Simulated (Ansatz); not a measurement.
Input and output of a self-consistent single point for YCu5 (P6mm, 6 atoms in the cell) (Ansatz, a first-principles code).

Method: LDA (PW92), harder PAW files (source: ansatz) made with PBE (plane waves; Ansatz).

```yaml
crystal:
  lattice:
    - [4.98769, 0.00000, 0.00000]
    - [-2.49385, 4.31947, 0.00000]
    - [0.00000, 0.00000, 4.02142]
  atoms:
    - { symbol: Y, position: [0.00000, 0.00000, 0.01243] }
    - { symbol: Cu, position: [0.33333, 0.66667, 0.00000] }
    - { symbol: Cu, position: [0.66667, 0.33333, 0.00000] }
    - { symbol: Cu, position: [0.50000, 0.00000, 0.50000] }
    - { symbol: Cu, position: [0.50000, 0.50000, 0.50000] }
    - { symbol: Cu, position: [0.00000, 0.50000, 0.50000] }
```

Reference input (self-consistent single point, DFT, LDA (PW92), plane waves, default PAW files made with PBE): basis.ecutwfc = 420 eV; kpoints.mp_grid.grid = 6 6 6; hamiltonian.xc = lda; hamiltonian.pseudopotentials = {kind: paw} (the program's default PAW files); scf.occupations.method = fermi_dirac; scf.occupations.width = 0.1 eV. This run's input differs from it in these lines:

Ansatz 0.2 input:
```diff
@@ -14,3 +14,3 @@
 basis:
-  ecutwfc: 420.0
+  ecutwfc: 700.0
 kpoints:
@@ -19,3 +19,3 @@
   xc: lda
-  pseudopotentials: { kind: paw }
+  pseudopotentials: { kind: paw, source: ansatz }
 scf:
```

Output (repeated stretches shortened):

```
SCF iter   1: F=—  HF=-36540.305777 eV  |F-HF|=—  |Δ(HF+E_count)|=         —  Δρ=3.92e-1  dr2=1.27e2  ethr=3.10e-3  ⟨swp⟩=5.7  Hψ=5781  notcnv=0  defer=1
all-band conjugate gradients solve this SCF's bands
preconditioner: auto → Kerker (q_TF=auto, 2.822 Å⁻¹)
SCF iter   2: F=—  HF=-36528.359315 eV  |F-HF|=—  |Δ(HF+E_count)|=    1.19e1  Δρ=1.32e-1  dr2=1.88e1  ethr=3.10e-3  ⟨swp⟩=3.1  Hψ=4002  notcnv=0  defer=28
   [... lines left out ...]
SCF iter   7: F=—  HF=-36525.624333 eV  |F-HF|=—  |Δ(HF+E_count)|=   2.65e-4  Δρ=3.30e-4  dr2=1.25e-4  ethr=1.82e-6  ⟨swp⟩=2.0  Hψ=2303  notcnv=0  defer=49
SCF iter   8: F=—  HF=-36525.624295 eV  |F-HF|=—  |Δ(HF+E_count)|=   3.88e-5  Δρ=9.13e-5  dr2=1.22e-5  ethr=1.18e-7  ⟨swp⟩=2.2  Hψ=2425  notcnv=0  defer=49
SCF iter   9: F=—  HF=-36525.624228 eV  |F-HF|=—  |Δ(HF+E_count)|=   6.72e-5  Δρ=1.90e-5  dr2=6.28e-7  ethr=1.15e-8  ⟨swp⟩=2.0  Hψ=2641  notcnv=0  defer=49
SCF iter  10: F=-36525.624227 eV  HF=-36525.624227 eV  |F-HF|=7.82e-8  |Δ(HF+E_count)|=   1.17e-7  Δρ=7.63e-6  dr2=9.60e-8  ethr=9.43e-11  ⟨swp⟩=11.8  Hψ=8608  notcnv=0
SCF 1 converged in 10 iterations: F = -36525.624227 eV  dr2 = 9.60e-8
Free energy (F): -36525.624227 eV
Internal energy: -36525.505280 eV  (E = F + TS)
E sigma→0 (E₀):  -36525.564753 eV
Entropy (-TS):   -0.118948 eV (-19.825 meV/atom)
Fermi energy:    15.180387 eV
--- Forces (eV/Å), atoms counted from 1 ---
  atom   1  Y      0.00000000     0.00000000    -0.04973722
  atom   2  Cu    -0.00000000     0.00000000    -0.02588928
  atom   3  Cu    -0.00000000    -0.00000000    -0.02588928
  atom   4  Cu     0.00000000    -0.00000000     0.03384311
  atom   5  Cu     0.00000000    -0.00000000     0.03384311
  atom   6  Cu    -0.00000000    -0.00000000     0.03384311
--- Stress (GPa, compression-positive) ---
       -6.019748       0.000000       0.000000
        0.000000      -6.019748       0.000000
        0.000000       0.000000      -6.230978
  P = ⅓ Tr σ = -6.0902 GPa (-60.902 kbar)
  The stress holds the Pulay correction. Without it, at fixed plane waves, as pw.x and ABINIT print it: P = -6.1454 GPa
```

The run converged in 10 iterations. Against the reference run the pressure hardly changes (-6.08 to -6.09 GPa) and the largest force stays at 0.050 eV/Å.

The starting cell comes from a database of computed structures (which also holds hypothetical and non-ambient phases and stackings), without a prior relaxation at this level. Its lattice was rescaled by up to half a per cent. One atom was moved a little off its site on purpose. Spin polarisation is off. Ansatz's pressure includes its estimate of the finite-basis (Pulay) stress.
